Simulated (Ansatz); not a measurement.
A self-consistent single point of LiNbO3 (Pnma, 20 atoms in the cell) with Ansatz (a program for electronic structure).

Method: PBE (plane waves, PAW; Ansatz).

The change in words: lattice scaled by 0.97; basis.ecutwfc: 420 eV → 250 eV. Reference geometry:
```yaml
crystal:
  lattice:
    - [5.40845, 0.00000, 0.00000]
    - [0.00000, 7.63131, 0.00000]
    - [0.00000, 0.00000, 5.39039]
  atoms:
    - { symbol: Li, position: [0.48770, 0.25000, 0.99160] }
    - { symbol: Li, position: [0.98770, 0.25000, 0.50840] }
    - { symbol: Li, position: [0.51230, 0.75000, 0.00840] }
    - { symbol: Li, position: [0.01230, 0.75000, 0.49160] }
    - { symbol: Nb, position: [0.00000, 0.00000, 0.00000] }
    - { symbol: Nb, position: [0.50000, 0.50000, 0.50000] }
    - { symbol: Nb, position: [0.00000, 0.50000, 0.00000] }
    - { symbol: Nb, position: [0.50000, 0.00000, 0.50000] }
    - { symbol: O, position: [0.03130, 0.25000, 0.05860] }
    - { symbol: O, position: [0.53130, 0.25000, 0.44140] }
    - { symbol: O, position: [0.96870, 0.75000, 0.94140] }
    - { symbol: O, position: [0.46870, 0.75000, 0.55860] }
    - { symbol: O, position: [0.28800, 0.53700, 0.21300] }
    - { symbol: O, position: [0.78800, 0.96300, 0.28700] }
    - { symbol: O, position: [0.71200, 0.03700, 0.78700] }
    - { symbol: O, position: [0.21200, 0.46300, 0.71300] }
    - { symbol: O, position: [0.71200, 0.46300, 0.78700] }
    - { symbol: O, position: [0.21200, 0.03700, 0.71300] }
    - { symbol: O, position: [0.28800, 0.96300, 0.21300] }
    - { symbol: O, position: [0.78800, 0.53700, 0.28700] }
```

Reference input (self-consistent single point, DFT, PBE, plane waves, default PAW files): basis.ecutwfc = 420 eV; kpoints.mp_grid.grid = 3 3 3; hamiltonian.xc = pbe; hamiltonian.pseudopotentials = {kind: paw} (the program's default PAW files); scf.occupations.method = cold; scf.occupations.width = 0.1 eV. This run's input differs from it in these lines:

Ansatz 0.2 input:
```diff
@@ -2,5 +2,5 @@
   lattice:
-    - [5.40844700, 0.00000000, 0.00000000]
-    - [0.00000000, 7.63131200, 0.00000000]
-    - [0.00000000, 0.00000000, 5.39039400]
+    - [5.24619400, 0.00000000, 0.00000000]
+    - [0.00000000, 7.40237300, 0.00000000]
+    - [0.00000000, 0.00000000, 5.22868200]
   atoms:
@@ -27,3 +27,3 @@
 basis:
-  ecutwfc: 420.0 eV
+  ecutwfc: 250.0 eV
 kpoints:
```

Log, with long lists cut:

```
SCF iter   1: F=—  HF=-25832.202666 eV  |F-HF|=—  |Δ(HF+E_count)|=         —  Δρ=5.77e-2  dr2=2.38e0  ethr=1.77e-3  ⟨swp⟩=6.1  Hψ=2832  notcnv=0  defer=22
all-band conjugate gradients solve this SCF's bands
preconditioner: auto → Resta (q_TF=auto, 2.552 Å⁻¹)
SCF iter   2: F=—  HF=-25831.678305 eV  |F-HF|=—  |Δ(HF+E_count)|=   5.24e-1  S|Δr|=    0.00e0  Δρ=1.99e-2  dr2=2.89e-1  ethr=1.75e-3  ⟨swp⟩=2.0  Hψ=1204  notcnv=0  defer=122
   [... lines left out ...]
SCF iter   7: F=—  HF=-25831.711687 eV  |F-HF|=—  |Δ(HF+E_count)|=   3.96e-8  S|Δr|=    0.00e0  Δρ=3.90e-5  dr2=2.84e-6  ethr=4.89e-9  ⟨swp⟩=2.0  Hψ=966  notcnv=0  defer=122
SCF iter   8: F=—  HF=-25831.711687 eV  |F-HF|=—  |Δ(HF+E_count)|=   5.24e-7  S|Δr|=    0.00e0  Δρ=8.21e-6  dr2=1.18e-7  ethr=2.09e-9  ⟨swp⟩=2.0  Hψ=960  notcnv=0  defer=122
SCF iter   9: F=-25831.711687 eV  HF=-25831.711687 eV  |F-HF|=6.84e-10  |Δ(HF+E_count)|=   1.43e-8  S|Δr|=    0.00e0  Δρ=2.32e-6  dr2=7.05e-9  ethr=7.35e-11  ⟨swp⟩=11.6  Hψ=2875  notcnv=0
SCF 1 converged in 9 iterations: F = -25831.711687 eV  dr2 = 7.05e-9
Stability not checked (fill_not_monotonic)
Free energy (F): -25831.711687 eV
Internal energy: -25831.711687 eV  (E = F + TS)
E sigma→0 (E₀):  -25831.711687 eV
Fermi energy:    9.735715 eV
--- Forces (eV/Å), atoms counted from 1 ---
  atom   1  Li    -0.08395438     0.00000000    -0.04394650
  atom   2  Li    -0.08395438     0.00000000     0.04394650
  atom   3  Li     0.08395438     0.00000000     0.04394650
  atom   4  Li     0.08395438     0.00000000    -0.04394650
  atom   5  Nb     0.00000000     0.00000000     0.00000000
   [... lines left out ...]
  atom  20  O      0.60036654     0.85684359     1.12989006
--- Stress (GPa, compression-positive) ---
       36.541992       0.000000       0.000000
        0.000000      39.725168       0.000000
        0.000000       0.000000      36.536759
  P = ⅓ Tr σ = 37.6013 GPa (376.013 kbar)
  The stress holds the Pulay correction. Without it, at fixed plane waves, as pw.x and ABINIT print it: P = -42.8226 GPa
```

The run converged in 9 iterations. Against the reference run the free energy rises by 1.24 eV/atom, the pressure goes from 11.25 to 37.60 GPa, the largest force goes from 1.158 to 1.889 eV/Å and the gap on the mesh goes from 2.230 to 2.533 eV.

The starting cell was generated: these elements placed on a structure prototype, without a prior relaxation; it need not be a known phase or ordering of this composition. For this run, on top of that: lattice scaled by 0.97. Forces in this geometry exceed 1 eV/Å. Ansatz's pressure includes its estimate of the finite-basis (Pulay) stress. Without the estimate this run gives -42.82 GPa. The cutoff lies below the one recommended for these files.
